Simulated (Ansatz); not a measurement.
# C on the 1x1 (110) surface of bcc Mo, one in a 2x2 cell, started at the site 'bridge Mo-Mo (span 2.7 Å)'

The numbers are results of PBE (plane waves to 420 eV, PAW; Ansatz, an electronic-structure program), not measurements.

Model: 17-atom slab, 6.5 Å thick at the start under the adsorbate (thin: gaps and levels are the slab's own), 6x6x1 mesh, Fermi-Dirac 0.1 eV, dipole correction, 8 atoms held, the rest relaxed; start symmetry kept, larger cells not searched; no spin, no spin-orbit, no U, no dispersion correction. At the end it is bonded to 2 Mo. In PBE this state lies 1.02 eV over the lowest of the starts that converged ('bridge Mo-Mo (span 3.2 Å)').

```
Item                                                                                                                       Value
--------------------------------------------------------------------------------------  ----------------------------------------
adsorption energy against an atom of graphite                                                                            1.07 eV
work function of the top face                                                                                            5.34 eV
change of the work function                                                                                              0.75 eV
change of the step from the bottom to the top vacuum level, against the clean slab                                       0.80 eV
energy released by relaxation                                                                                            2.02 eV
height of the binding atom over the mean of the host atoms within 0.3 Å of the top one                                   1.317 Å
nearest host atoms of the binding atom                                                  Mo at 1.92 Å, Mo at 1.92 Å, Mo at 2.92 Å
largest move of a host atom                                                                                               0.10 Å
cost                                                                                                     roughly 16 core-minutes
```

A negative adsorption energy means that the adsorbate is more stable on the surface than in its reference.
